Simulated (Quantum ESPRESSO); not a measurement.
## Pressure against volume in Sn (space group 141) (Quantum ESPRESSO, PBE)

```
CELL_PARAMETERS angstrom
     -2.86317     2.86317     1.56173
      2.86317    -2.86317     1.56173
      2.86317     2.86317    -1.56173
ATOMIC_POSITIONS crystal
  Sn 0.00000 0.00000 0.00000
  Sn 0.75000 0.25000 0.50000
```

Computed with PBE, PSlibrary PAW (PBE) pseudopotentials (plane waves; Quantum ESPRESSO). Settings: ecutwfc = 72 Ry; ecutrho = 432 Ry; occupations = smearing; smearing = fermi-dirac; degauss = 0.0036749 Ry; potentials = {Sn: Sn.pbe-dn-kjpaw_psl.1.0.0.UPF}; K_POINTS = automatic 18 18 18 0 0 0; conv_thr = 1e-10 Ry; mixing_beta = 0.4. The cell above is the first row's. The rows scale it uniformly. In all rows fractional positions and the k mesh are held.

| V (Å^3/atom) | P (GPa) |
|---|---|
| 25.6053 | ? |
| 26.1619 | 4.42 |
| 26.7185 | 3.02 |
| 27.2752 | 1.78 |
| 27.8318 | 0.67 |
| 28.3884 | -0.32 |
| 28.9451 | -1.20 |
| 29.5017 | -1.99 |

Fit P against V with a cubic, and predict the withheld value at V = 25.6053.

With u = V - 27.8, the rows have u = -1.6381, -1.0815, -0.5248, 0.0318, 0.5884, 1.1451, 1.7017. Least squares gives P = 0.729 - 1.8911·u + 0.1970·u² - 0.01450·u³. Residuals (row less fit): 0.001, -0.003, 0.002, 0.001, -0.002, 0.000, 0.000; standard error 0.002 (degrees of freedom: 3). The fitted pressure is zero at V0 = 28.20, where dP/dV = -1.740, so B0 = -V0·dP/dV = 49.1 GPa. At the withheld row, u = -2.1947, so P = 0.729 - 1.8911 × (-2.1947) + 0.1970 × (-2.1947)² - 0.01450 × (-2.1947)³ = 5.982 GPa. The calculation gives 5.99 GPa, 0.008 GPa above the prediction (0.1 % of the range of P in the table). The row lies outside the fitted rows, so this is an extrapolation. From the scatter of the fitted rows alone, a prediction at this place has a standard error of 0.007 GPa, so the miss is 1.1 times that.

Carrying the step between the two nearest rows on in a straight line would have given 5.82, off by 0.17; series whose last step already gives the withheld value aren't shown. The scan was laid around a cell of about the measured size, scaled by a guess for this functional; axis ratios and inner coordinates come from that cell. The runs keep the symmetry of the cell, so they don't test it for distortions. The shape of the cell and the inner coordinates aren't relaxed, so V0 and B0 belong to this uniform scaling; a relaxed crystal lies no higher in energy and is usually softer. 1 of the planned runs didn't end soundly and are left out. Cutoffs and mesh are single choices, not tested for convergence of this quantity. Series with a scatter that would blur these digits, or in which a gap closes, are not shown.
